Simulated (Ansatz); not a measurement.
## Hypothetical Pm-3n SiC under a change: pressure 5 GPa

Base system: SiC (space group Pm-3n, No. 223; a = 5.357 Å; a hypothetical phase, not in the database extracts checked).

One thing is altered: cell and atoms relaxed at a pressure of 5 GPa.

All numbers come from PBE/PAW in Ansatz (a first-principles code), no spin-orbit coupling. Γ-centred 5×5×5 mesh, Fermi–Dirac width 0.05 eV.

```tsv
quantity	base	changed	shift
volume per atom	12.81 Å³	12.45 Å³	-0.36 Å³
density	2.60 g/cm³	2.67 g/cm³	+0.07 g/cm³
lattice parameter a	5.357 Å	5.307 Å	-0.050 Å
shortest interatomic distance	1.894 Å	1.876 Å	-0.018 Å
enthalpy H = E + PV relative to the base's energy	–	+0.39 eV/atom	–
band gap	1.88 eV	1.89 eV	+0.01 eV
gap character	indirect, Γ → Γ–X (75 % along)	indirect, Γ → Γ–X (75 % along)	–
smallest direct gap	2.08 eV	2.09 eV	+0.01 eV
mean gap deformation potential ΔEg/Δln V	–	-0.3 eV	–
electron mass	0.51 mₑ along k, 0.35 mₑ across (off the special points)	0.50 mₑ along k, 0.35 mₑ across (off the special points)	–
valley order (the lowest conduction-band minima on the path, energy above the VBM, named in the base's zone)	a point along ⟨100⟩, about 0.4 Å⁻¹ from Γ 1.88 eV; a point along ⟨110⟩, about 0.2 Å⁻¹ from Γ 2.51 eV; a point along ⟨111⟩, about 0.2 Å⁻¹ from Γ 2.57 eV	a point along ⟨100⟩, about 0.4 Å⁻¹ from Γ 1.89 eV; a point along ⟨110⟩, about 0.2 Å⁻¹ from Γ 2.52 eV; a point along ⟨111⟩, about 0.2 Å⁻¹ from Γ 2.58 eV	–
```

Cost of the whole job for the changed cell (relaxation, final SCF and bands): about 60 core-seconds (a rough figure).

Load acts through the strain it causes; cell and atoms are relaxed under it. Masses are band curvatures over ±0.01 Å⁻¹ around the edge. Along k means along the line from Γ to the band edge. No phonon test of stability was made. Competing high-pressure phases were not computed.
